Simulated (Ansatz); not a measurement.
Base system: BN in the zinc blende structure (space group F-43m, No. 216; a = 3.610 Å). Axes: x, y, z lie along the cube axes.

Computed with Ansatz (a quantum-chemistry and plane-wave program) r2SCAN, no spin-orbit coupling.

For the base:

| Property | Value |
|---|---|
| Valence-band top at Γ | 0.00, 0.00, 0.00 eV |
| Band gap | 5.00 eV |
| Smallest direct gap | 9.59 eV |

It is then changed as follows: the cell is stretched by 1.50 % along z with no lateral relaxation, atoms relaxed at fixed cell.

Question: Predict the new valence-band top at Γ, band gap, smallest direct gap and energy relative to the base.

Answer: The valence-band top at Γ (three highest levels, from the VBM) becomes 0.00, 0.00, -0.15 eV (base: 0.00, 0.00, 0.00 eV); the band gap falls by 0.156 eV (5.00 eV → 4.85 eV); the smallest direct gap shrinks by 0.16 eV to 9.43 eV; the energy increases by 3.4 meV/atom.

The cells carry an imposed strain or load. Whether these cells are dynamically stable was not tested.
